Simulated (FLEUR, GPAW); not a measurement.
A FLEUR input for a self-consistent single point of YCo3B2 (P6/mmm, 6 atoms in the cell) (DFT, LDA (Perdew-Zunger), all-electron FLAPW (FLEUR), scalar-relativistic valence):

Input of the input generator:

```
YCo3B2 crystal
&input film=f /
9.5107456220 0.0000000694 0.0000000000
-4.7553728710 8.2365472829 0.0000000000
0.0000000000 0.0000000000 5.5357448122
1.0
1.0 1.0 1.0

6
39 0.0000000000 0.0000000000 -0.0000000000 : 0.00
27 0.5000000000 0.0000000000 0.5000000000 : 3.00
27 0.5000000000 0.5000000000 0.5000000000 : 3.00
27 0.0000000000 0.5000000000 0.5000000000 : 3.00
5 0.3333333333 0.6666666667 -0.0000000000 : 0.00
5 0.6666666667 0.3333333333 -0.0000000000 : 0.00

&comp jspins=2 /
&exco xctyp='pz' /
&kpt div1=6 div2=6 div3=9 gamma=t /
&end /
```

```xml
<?xml version="1.0" encoding="UTF-8" standalone="no"?>
<fleurInput fleurInputVersion="0.39">
   <comment>
      YCo3B2 crystal                                                                                      
   </comment>
   <calculationSetup>
      <cutoffs Kmax="4.6" Gmax="16.1" GmaxXC="16.1" numbands="0"/>
      <scfLoop itmax="80" minDistance="0.00001" maxIterBroyd="15" imix="Anderson" alpha="0.05" precondParam="0.0" spinf="2.0"/>
      <coreElectrons ctail="T" frcor="F" kcrel="0" coretail_lmax="0"/>
      <xcFunctional name="pz" relativisticCorrections="F"/>
      <magnetism jspins="2"/>
      <soc l_soc="F" theta="0.0" phi="0.0" spav="F"/>
      <expertModes spex="0" secvar="F"/>
      <geometryOptimization l_f="T" forcealpha="1.0" forcemix="BFGS" epsdisp="0.00001" epsforce="0.00001"/>
      <ldaU l_linMix="F" mixParam="0.05" spinf="1.0"/>
   </calculationSetup>
   <cell>
      <bzIntegration valenceElectrons="62.0" mode="gauss" fermiSmearingEnergy="0.00999582">
         <kPointListSelection listName="default-1"/>
         <!-- k-points included here -->
         <xi:include xmlns:xi="http://www.w3.org/2001/XInclude" href="kpts.xml"> </xi:include>
      </bzIntegration>
      <!-- symmetry operations included here -->
      <xi:include xmlns:xi="http://www.w3.org/2001/XInclude" href="sym.xml"> </xi:include>
      <bulkLattice scale="1.0">
         <bravaisMatrix>
            <row-1>    9.5107456220000000     0.0000000694000000     0.0000000000000000</row-1>
            <row-2>   -4.7553728709999996     8.2365472829000002     0.0000000000000000</row-2>
            <row-3>    0.0000000000000000     0.0000000000000000     5.5357448121999999</row-3>
         </bravaisMatrix>
      </bulkLattice>
   </cell>
   <atomSpecies>
      <species name="Yttrium (Y)" element="Y" atomicNumber="39">
         <mtSphere radius="2.59" gridPoints="893" logIncrement="0.014"/>
         <atomicCutoffs lmax="10" lnonsphr="8"/>
         <electronConfig flipSpins="F">
            <coreConfig>(1s1/2) (2s1/2) (2p1/2) (2p3/2) (3s1/2) (3p1/2) (3p3/2) (3d3/2) (3d5/2)</coreConfig>
            <valenceConfig>(4s1/2) (4p1/2) (4p3/2) (5s1/2) (4d3/2) (4d5/2)</valenceConfig>
            <stateOccupation state="(4d3/2)" spinUp="0.2" spinDown="0.2"/>
            <stateOccupation state="(4d5/2)" spinUp="0.3" spinDown="0.3"/>
         </electronConfig>
         <energyParameters s="5" p="5" d="4" f="4"/>
         <lo type="SCLO" l="0" n="4" eDeriv="0"/>
         <lo type="SCLO" l="1" n="4" eDeriv="0"/>
      </species>
      <species name="Cobalt (Co3.000" element="Co" atomicNumber="27">
         <mtSphere radius="2.22" gridPoints="767" logIncrement="0.016"/>
         <atomicCutoffs lmax="8" lnonsphr="6"/>
         <electronConfig flipSpins="F">
            <coreConfig>(1s1/2) (2s1/2) (2p1/2) (2p3/2) (3s1/2)</coreConfig>
            <valenceConfig>(3p1/2) (3p3/2) (4s1/2) (3d3/2) (3d5/2)</valenceConfig>
            <stateOccupation state="(3d3/2)" spinUp="2.0" spinDown="0.8"/>
            <stateOccupation state="(3d5/2)" spinUp="3.0" spinDown="1.2"/>
         </electronConfig>
         <energyParameters s="4" p="4" d="3" f="4"/>
         <lo type="SCLO" l="1" n="3" eDeriv="0"/>
      </species>
      <species name="Boron (B)" element="B" atomicNumber="5">
         <mtSphere radius="1.31" gridPoints="453" logIncrement="0.022"/>
         <atomicCutoffs lmax="6" lnonsphr="4"/>
         <electronConfig flipSpins="F">
            <coreConfig>(1s1/2)</coreConfig>
            <valenceConfig>(2s1/2) (2p1/2) (2p3/2)</valenceConfig>
            <stateOccupation state="(2p1/2)" spinUp="0.1666666667" spinDown="0.1666666667"/>
            <stateOccupation state="(2p3/2)" spinUp="0.3333333333" spinDown="0.3333333333"/>
         </electronConfig>
         <energyParameters s="2" p="2" d="3" f="4"/>
      </species>
   </atomSpecies>
   <atomGroups>
      <atomGroup species="Yttrium (Y)">
         <relPos label="                   1">.0000000000 .0000000000 .0000000000</relPos>
         <force calculate="T" relaxXYZ="TTT"/>
      </atomGroup>
      <atomGroup species="Cobalt (Co3.000">
         <relPos label="                   2">1.000/2.000 .0000000000 1.000/2.000</relPos>
         <relPos label="                   3">1.000/2.000 1.000/2.000 1.000/2.000</relPos>
         <relPos label="                   4">.0000000000 1.000/2.000 1.000/2.000</relPos>
         <force calculate="T" relaxXYZ="TTT"/>
      </atomGroup>
      <atomGroup species="Boron (B)">
         <relPos label="                   5">1.000/3.000 -1.000/3.000 .0000000000</relPos>
         <relPos label="                   6">-1.000/3.000 1.000/3.000 .0000000000</relPos>
         <force calculate="T" relaxXYZ="TTT"/>
      </atomGroup>
   </atomGroups>
   <output dos="F" band="F" slice="F">
      <checks vchk="F" cdinf="F"/>
      <bandDOS minEnergy="-.5*Htr" maxEnergy="0.5*Htr" sigma="0.015" storeEVData="T"/>
      <vacuumDOS vacdos="F" integ="F" star="F" nstars="0" locx1="0.0" locy1="0.0" locx2="0.0" locy2="0.0" nstm="0" tworkf="0.0"/>
      <unfoldingBand unfoldBand="F" supercellX="1" supercellY="1" supercellZ="1"/>
      <plotting iplot="0" polar="F">
         <plot TwoD="T" vec1="  1.0  0.0  0.0" vec2="  0.0  1.0  0.0" vec3="  0.0  0.0  1.0" zero="  0.0  0.0  0.0" file="plot"/>
      </plotting>
      <chargeDensitySlicing numkpt="0" minEigenval="0.0" maxEigenval="0.0" nnne="0" pallst="F"/>
      <specialOutput eonly="F"/>
      <magneticCircularDichroism mcd="F" energyLo="-10.0" energyUp="0.0"/>
   </output>
  <!-- We include the file relax.xml here to enable relaxations (see documentation) -->
  <xi:include xmlns:xi="http://www.w3.org/2001/XInclude" href="relax.xml"> <xi:fallback/> </xi:include>
</fleurInput>
```

**Question.** Translate this input to GPAW.

**Answer.** This is the input that was run; spellings and numerical settings could be chosen otherwise.

```python
from ase import Atoms
from ase.units import GPa
from gpaw import GPAW, PW

atoms = Atoms(['Y', 'Co', 'Co', 'Co', 'B', 'B'],
              cell=[[5.032870, 0.000000, 0.000000],
                    [-2.516435, 4.358593, 0.000000],
                    [0.000000, 0.000000, 2.929390]],
              scaled_positions=[[0.000000, 0.000000, 0.000000],
                                [0.500000, 0.000000, 0.500000],
                                [0.500000, 0.500000, 0.500000],
                                [0.000000, 0.500000, 0.500000],
                                [0.333333, 0.666667, 0.000000],
                                [0.666667, 0.333333, 0.000000]],
              pbc=True)

atoms.set_initial_magnetic_moments([0.0, 3.0, 3.0, 3.0, 0.0, 0.0])

calc = GPAW(spinpol=True,
            mode=PW(950),
            xc='LDA',
            kpts={'size': (6, 6, 9), 'gamma': True},
            occupations={'name': 'methfessel-paxton', 'width': 0.272, 'order': 0},
            nbands=-12,
            symmetry={'symmorphic': False, 'tolerance': 0.0005},
            maxiter=100)

atoms.calc = calc

energy = atoms.get_potential_energy()
print('Energy (eV):', round(energy, 6))
forces = atoms.get_forces()
print('Forces (eV/Ang):')
print(forces.round(5))
stress = atoms.get_stress()
print('Stress (GPa, Voigt):', (stress / GPa).round(4))
```

Basis, cutoffs, solver keys and any potentials are the target program's own. This input uses DFT LDA (Perdew-Wang 92), plane waves, GPAW PAW datasets LDA (gpaw-data 1.0.1). LDA parametrisations can differ slightly between programs. Both were run: size of the net moment 0.00 μB/atom in FLEUR and 0.00 in GPAW.

On FLEUR: the starting cell comes from a database of computed structures (which also holds hypothetical and non-ambient phases and stackings), without a prior relaxation at this level. The starting moments vanished: the run ended non-magnetic, which need not be the lowest state. Values depend on the basis (sphere radii, cutoffs, local orbitals), which need not be converged.

On GPAW: the starting cell comes from a database of computed structures (which also holds hypothetical and non-ambient phases and stackings), without a prior relaxation at this level. The starting moments vanished: the run ended non-magnetic, which need not be the lowest state.
